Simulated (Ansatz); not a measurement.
Data:

```
GaP
1.0
    0.00000     2.71944     2.71944
    2.71944     0.00000     2.71944
    2.71944     2.71944     0.00000
Ga P
1 1
Direct
  0.00000   0.00000   0.00000
  0.25000   0.25000   0.25000
```

These are PBEsol, rigid bands (plane waves, PAW, scalar-relativistic; Ansatz, a program for electronic structure) values and carry that method's errors. How the cell was made: cell and atoms relaxed with PBEsol.

Problem. Predict the hole conductivity mass (n e² τ/σ) at 300 K, by direction if it differs.

Solution. 0.41 mₑ.

Problem. What conductivity effective mass do dilute electrons have at 300 K?

Solution. 0.34 mₑ.

Problem. And the band gap?

Solution. 1.45 eV at this level; semilocal functionals usually fall short of the measured gap.

Rigid bands, one relaxation time for all states, no polarons. Spin-orbit coupling is left out; where it splits the top of the valence band it changes the hole mass and lowers the gap by about a third of the splitting.
